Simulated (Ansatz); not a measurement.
Given:

```xyz
2
Lattice="0.0000 1.9649 1.9649 1.9649 0.0000 1.9649 1.9649 1.9649 0.0000" Properties=species:S:1:pos:R:3 pbc="T T T"
Li     0.0000     0.0000     0.0000
F      1.9649     1.9649     1.9649
```

Calculation: PBE, rigid bands (plane waves, PAW, scalar-relativistic; Ansatz, a first-principles code). Condition of this run: hydrostatic pressure of 4.8 GPa (compression positive) (the target of the relaxation). Cell: cell and atoms relaxed with PBEsol, then loaded as said.

Task: Predict the electron conductivity mass (n e² τ/σ) at 300 K, by direction if it differs.

Result: 0.95 mₑ.

Task: Predict the hole conductivity mass (n e² τ/σ) at 300 K, by direction if it differs.

Result: 3.4 mₑ.

Task: And the band gap?

Result: 9.78 eV at this level; semilocal functionals usually fall short of the measured gap.

Rigid bands, one relaxation time for all states, no polarons. Spin-orbit coupling is left out. Geometry: cell and atoms relaxed with PBEsol.
